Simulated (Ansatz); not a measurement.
# Input and output of a self-consistent single point for Ca (Fm-3m, 1 atom in the cell) (Ansatz)

Computed with PBEsol, default PAW files made with PBE (plane waves; Ansatz, a first-principles code).

Input as run:

Ansatz 0.2 input:
```yaml
crystal:
  lattice:
    - [0.00000000, 2.79837000, 2.79837000]
    - [2.79837000, 0.00000000, 2.79837000]
    - [2.79837000, 2.79837000, 0.00000000]
  atoms:
    - { symbol: Ca, position: [0.00000000, 0.00000000, 0.00000000] }
basis:
  ecutwfc: 30.9 Ry
kpoints:
  mp_grid: { grid: [10, 10, 10] }
hamiltonian:
  xc: pbesol
  pseudopotentials: { kind: paw }
scf:
  occupations: { method: gaussian, width: 0.0073 Ry }
output:
  forces: true
  eigenvalues: true
  stress: true
```

The program printed (abridged):

```
WARN ansatz: RAYON_NUM_THREADS=1 ignored (pool sized by the plan → 1); use --threads N
Pseudopotentials: kind: paw
Pseudopotential: Ca, paw, valence charge 10
Crystal: 1 atoms, lattice volume = 43.827 Å³
Basis set: ecut = 420.4159175005146 eV, 869 PW (Γ), exchange–correlation on 54×54×54 points (8 copies of the dense FFT grid, shifted against one another)
Bands: 9, of which v1, the nominal top of the filled ones, is band 5 counted from 1 (4 counted from 0)
Symmetry: 48 space group operations
Space group: Fm-3m (ITA 225), of the structure as read, at distance tolerance 3.5e-5 Å
k-points: 47 of 1000
PAW frozen core: Ca, regenerated for the run's functional, and the local potential with it
Initial density: superposition of atomic densities (neutral atoms: chi_scale 0, normalization atom), corrected by the library's trained network
Initial wavefunctions: pseudopotential atomic-orbital guess
Eigensolver: davidson
Functional: x = pbesol(κ = 0.804, μ = 0.12345679012345678), c = pbesol(β = 0.046)
SCF iter   1: F=—  HF=-1793.724557 eV  |F-HF|=—  |Δ(HF+E_count)|=         —  Δρ=2.09e-3  dr2=2.06e-3  ethr=1.77e-3  ⟨swp⟩=5.6  Hψ=3396  notcnv=0
all-band conjugate gradients solve this SCF's bands
preconditioner: auto → none
SCF iter   2: F=—  HF=-1793.724022 eV  |F-HF|=—  |Δ(HF+E_count)|=   5.35e-4  Δρ=9.67e-4  dr2=4.88e-4  ethr=2.06e-5  ⟨swp⟩=2.1  Hψ=968  notcnv=0
SCF iter   3: F=—  HF=-1793.723861 eV  |F-HF|=—  |Δ(HF+E_count)|=   1.60e-4  Δρ=1.50e-4  dr2=1.14e-5  ethr=4.88e-6  ⟨swp⟩=2.7  Hψ=664  notcnv=0
SCF iter   4: F=—  HF=-1793.723859 eV  |F-HF|=—  |Δ(HF+E_count)|=   2.43e-6  Δρ=3.05e-5  dr2=7.12e-7  ethr=1.14e-7  ⟨swp⟩=2.9  Hψ=652  notcnv=0
iter 5 did not close the SCF: its close was put off for the readings that it lacked (scf_convergence_deferred on its scf_iter line)
SCF iter   5: F=-1793.723858 eV  HF=-1793.723858 eV  |F-HF|=3.82e-8  |Δ(HF+E_count)|=   3.16e-7  Δρ=7.96e-6  dr2=5.45e-8  ethr=7.12e-9  ⟨swp⟩=2.6  Hψ=671  notcnv=0
SCF iter   6: F=-1793.723858 eV  HF=-1793.723858 eV  |F-HF|=5.91e-12  |Δ(HF+E_count)|=   2.31e-8  Δρ=3.06e-7  dr2=1.67e-11  ethr=5.45e-10  ⟨swp⟩=2.2  Hψ=1492  notcnv=0
SCF 1 converged in 6 iterations: F = -1793.723858 eV  dr2 = 1.67e-11
SCF converged after 6 iterations
Free energy (F): -1793.723858 eV
Harris-Foulkes:  -1793.723858 eV  (|F-HF|=5.91e-12)
Internal energy: -1793.717532 eV  (E = F + TS)
E sigma→0 (E₀):  -1793.720695 eV
Entropy (-TS):   -0.006326 eV (-6.326 meV/atom)
Fermi energy:    4.637735 eV
--- Per-component energies (eV) ---
  E_band       = -178.352783
  E_kinetic    = 274.726163
  E_local      = -860.313393  (includes V_loc(G=0)·N_el)
  E_nonlocal   = 64.603846
  E_hartree    = 287.607029
  E_xc         = -133.968988
  E_vxc        = -167.823211  (∫ρ·V_xc dr)
  E_paw        = -836.679869  (= ΣΔE_a)
  E_vpaw       = -64.760176  (= ΣTr[D̂ρ^β])
  E_aug_tail   = -0.000006  (compensation charges beyond the density's cutoff)
  E_ewald      = -589.811108
  E_core_change = 0.118794  (= ΣΔE_core)
  E_smearing   = -0.006326  (= −TS)
  E_closure    = -0.000000  (closes the sum)
  Σ components = -1793.723858   (vs F -1793.723858, Δ=0.00e0)
--- Forces (eV/Å), atoms counted from 1 ---
  atom   1  Ca     0.00000000     0.00000000    -0.00000000
  max |Σ_I F_I| component: 8.22e-32 eV/Å
--- Stress (GPa, compression-positive) ---
       -1.233638      -0.000000       0.000000
       -0.000000      -1.233638      -0.000000
       -0.000000       0.000000      -1.233638
  P = ⅓ Tr σ = -1.2336 GPa (-12.336 kbar)
  The stress holds the Pulay correction. Without it, at fixed plane waves, as pw.x and ABINIT print it: P = -1.2345 GPa
--- Band table (eV; the first three rows and the last of 47) ---
  k-point 0: bands = ["-37.3335", "-18.3305", "-18.3305", "-18.3305", "0.6533", "6.8882", "6.8882", "6.8882", "7.9159"]
  k-point 1: bands = ["-37.3324", "-18.3422", "-18.3321", "-18.3321", "0.8185", "6.7147", "6.9481", "6.9481", "7.8663"]
  k-point 2: bands = ["-37.3295", "-18.3729", "-18.3364", "-18.3364", "1.2989", "6.2774", "7.0334", "7.0334", "7.8448"]
  k-point 46: bands = ["-37.3181", "-18.4211", "-18.3995", "-18.3761", "4.7510", "5.2470", "5.3368", "7.2308", "8.7492"]
```

The run converged in 6 iterations.

The starting cell has typed, rounded lattice constants, without a prior relaxation at this level. Its lattice was rescaled by up to half a per cent. Ansatz's pressure includes its estimate of the finite-basis (Pulay) stress.
